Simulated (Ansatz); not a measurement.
Take Hf in the hcp (Mg type) structure (space group P6_3/mmc, No. 194; a = 3.198 Å, c = 5.047 Å) as the base.

Calculations: r2SCAN/PAW in Ansatz (a first-principles code), no spin-orbit coupling.

For the base:

```
Property            Value
---------------  --------
Band gap             zero
Volume per atom  22.35 Å³
```

Modification: cell and atoms relaxed at a pressure of 2.1 GPa.

Problem. Predict the new band gap.

Solution. The band gap stays zero.

Problem. Estimate the effect on the volume per atom.

Solution. The volume per atom shrinks by 0.41 Å³ (22.35 Å³ → 21.94 Å³).

Load acts through the strain it causes; cell and atoms are relaxed under it. Whether these cells are dynamically stable was not tested. The final runs are not spin-polarised.
